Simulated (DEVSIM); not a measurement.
Structure: abrupt InP n-p junction, at 300 K.

Layer 1 from the left is InP, thickness (μm) 0.820, Nd (cm⁻³) 1.1e16, τn (s) 2.8e-9, τp (s) 2.8e-9. Layer 2 from the left is InP, thickness (μm) 1.90, Na (cm⁻³) 2.3e16, τn (s) 2.8e-9, τp (s) 2.8e-9.

Left contact: ohmic. Right contact: ohmic. Voltage is applied to the left contact. Recombination: SRH at mid-gap, radiative, Auger. Mobility is μmin + (μ − μmin)/(1 + (N/Nref)^α).

The device is made up for the run: typed textbook-type constants, with dimensions and the other settings drawn at random. Values at 300 K.

InP: gap (eV) 1.344, affinity (eV) 4.38, permittivity 12.5, Nc (cm⁻³) 5.7e17, Nv (cm⁻³) 1.1e19, μn (cm²/Vs) 5200, μp (cm²/Vs) 170, μn,min 400, μp,min 10, Nref,n 3e17, Nref,p 4.9e17, αn 0.47, αp 0.62, B (cm³/s) 1.2e-10, Cn (cm⁶/s) 9e-31, Cp (cm⁶/s) 9e-31.

Simulated with DEVSIM: 1D drift-diffusion, Boltzmann statistics, complete ionisation; no tunnelling, impact ionisation, image-force lowering or self-heating.

Problem. What does the simulation give for the largest field in the device at zero bias, the potential step across the device at zero bias, the dark forward voltage at 100 A/cm²?

Solution. largest field in the device at zero bias 47000 V/cm; potential step across the device at zero bias 1.082 V; dark forward voltage at 100 A/cm² 1.024 V.
